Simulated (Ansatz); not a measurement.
**What Se → Ru does to CdSe**

Consider CdSe in the zinc blende structure (space group F-43m, No. 216; a = 6.1963 Å).

One thing is altered: Ru takes the place of Se on all its sites, then cell and atoms are relaxed.

Level of theory: plane-wave PAW DFT at the PBE level (Ansatz, a program for electronic structure, 420 eV), no spin-orbit coupling. k-mesh 13×13×13 (Γ-centred); smearing 0.05 eV (Fermi–Dirac), for the changed cell.

The volume per atom falls by 2.70 Å³ (29.74 Å³ → 27.04 Å³) and the density grows by 1.21 g/cm³ to 6.55 g/cm³. The lattice parameter a drops by 0.193 Å (6.196 Å → 6.003 Å) and the space group remains F-43m (No. 216). The shortest interatomic distance shrinks by 0.084 Å to 2.599 Å and the band gap changes from 0.49 eV to zero.

Final structure:

```xyz
2
Lattice="0.0000 3.0015 3.0015 3.0015 0.0000 3.0015 3.0015 3.0015 0.0000" Properties=species:S:1:pos:R:3 pbc="T T T"
Ru     4.5023     4.5023     4.5023
Cd     0.0000     0.0000     0.0000
```

Whether these cells are dynamically stable was not tested. As relaxed here, CdRu is a hypothetical phase, not in the database extracts checked. All final runs are without spin polarisation. CdRu has a high density of states at the Fermi level and may be magnetic at this level.
